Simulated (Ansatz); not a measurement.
# Co (model structure, started from the Mn type, P4₁32, No. 213, 20 atoms in the cell)

Calculation: PBEsol (Ansatz, a program for electronic structure, plane waves, PAW).

Run with plane-wave cutoff 520 eV, 10×10×10 k mesh, Fermi–Dirac smearing 0.05 eV, spin-polarised with parallel moments, scalar-relativistic PAW data made under PBE.

Cell (relaxed at this level):

```cif
data_Co20
_chemical_formula_sum 'Co20'
_space_group_name_H-M_alt 'P 1'
_space_group_IT_number 1
_cell_length_a 5.96460
_cell_length_b 5.96460
_cell_length_c 5.96460
_cell_angle_alpha 90.000
_cell_angle_beta 90.000
_cell_angle_gamma 90.000
loop_
_space_group_symop_operation_xyz
  'x, y, z'
loop_
_atom_site_label
_atom_site_type_symbol
_atom_site_fract_x
_atom_site_fract_y
_atom_site_fract_z
_atom_site_occupancy
Co1 Co 0.05690 0.05690 0.05690 1
Co2 Co 0.19310 0.80690 0.30690 1
Co3 Co 0.44310 0.94310 0.55690 1
Co4 Co 0.30690 0.19310 0.80690 1
Co5 Co 0.55690 0.44310 0.94310 1
Co6 Co 0.69310 0.69310 0.69310 1
Co7 Co 0.94310 0.55690 0.44310 1
Co8 Co 0.80690 0.30690 0.19310 1
Co9 Co 0.12500 0.19890 0.44890 1
Co10 Co 0.05110 0.87500 0.69890 1
Co11 Co 0.37500 0.80110 0.94890 1
Co12 Co 0.44890 0.12500 0.19890 1
Co13 Co 0.62500 0.30110 0.55110 1
Co14 Co 0.55110 0.62500 0.30110 1
Co15 Co 0.87500 0.69890 0.05110 1
Co16 Co 0.94890 0.37500 0.80110 1
Co17 Co 0.69890 0.05110 0.87500 1
Co18 Co 0.19890 0.44890 0.12500 1
Co19 Co 0.30110 0.55110 0.62500 1
Co20 Co 0.80110 0.94890 0.37500 1
```
Starting moments (μB, in the order of the record's atoms Co Co Co Co Co Co Co Co Co Co Co Co Co Co Co Co Co Co Co Co): 3.0 3.0 3.0 3.0 3.0 3.0 3.0 3.0 3.0 3.0 3.0 3.0 3.0 3.0 3.0 3.0 3.0 3.0 3.0 3.0.

band gap: none

Note: the magnetic order was assumed, not searched for or taken from measurement; the relaxation could raise the start's symmetry but not lower it, so the cell can be a saddle point.

Static lattice: no zero-point or thermal effects.

The result took roughly 90 core-minutes.

A model structure was made by putting elements into a prototype or built by hand; it is no filed structure, need not be a known phase, and can be a saddle point held by its symmetry.
